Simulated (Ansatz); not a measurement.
YN (Fm-3m), HSE06, rigid bands (Ansatz, an electronic-structure program): N_c = 1.36e19 cm⁻³ at 300 K and an electron conductivity mass of 0.235 mₑ.

### Question
For 1e17 electrons per cm³ at 300 K, place the Fermi level, estimate the Seebeck coefficient of a parabolic band with constant τ, and give mobility and conductivity for τ = 10 fs.

### Answer
The level lies k_BT ln(N_c/n) = 0.127 eV below the conduction-band minimum. S ≈ −(k_B/e)[ln(N_c/n) + 5/2] = -639 μV/K, against -636 μV/K from the full bands (mean over directions). μ = eτ/m = 74.8 cm²/(V·s) and σ = neμ = 1.20 S/cm. τ is assumed, not computed.

Band transport and this doping are assumed; polarons and phonon drag are left out. Spin-orbit coupling is left out. Geometry: cell and atoms relaxed with PBEsol.
